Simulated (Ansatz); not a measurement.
Cl on the 1x1 (0001) surface of hcp Ti, one in a 1x1 cell, energies for each (7.5 Å²). Energies are against ½ Cl2(g), without zero-point or thermal terms; each row is named by its start.

All values below come from PBE (plane waves to 420 eV, PAW; Ansatz, an electronic-structure program).

Slab: 5 atoms, 6.8 Å thick at the start under the adsorbate (thin: gaps and levels are the slab's own); k 12x12x1, smearing 0.1 eV, dipole-corrected; 2 atoms held, the rest relaxed; each run with such symmetry as its start has; no spin, no spin-orbit, no U, no dispersion correction.

A negative adsorption energy means that the adsorbate is more stable on the surface than in its reference. Starts that drift may end in the same place. Heights count from the host atoms within 0.3 Å of the top one.

```
starting site                           E_ads (eV)  height (Å)  nearest host atom (Å)  bonded to  Δ work function (eV)  lateral drift (Å)
--------------------------------------  ----------  ----------  ---------------------  ---------  --------------------  -----------------
top Ti                                       -1.62        2.16                Ti 2.16         Ti                  0.99                0.0
hollow Ti-Ti-Ti                              -2.89        1.72                Ti 2.41       3 Ti                 -0.30                0.0
hollow Ti-Ti-Ti over Ti at depth 2.2 Å       -2.82        1.73                Ti 2.42       3 Ti                 -0.09                0.0
bridge Ti-Ti (span 2.9 Å)                    -2.89        1.72                Ti 2.41       3 Ti                 -0.30                0.8
```
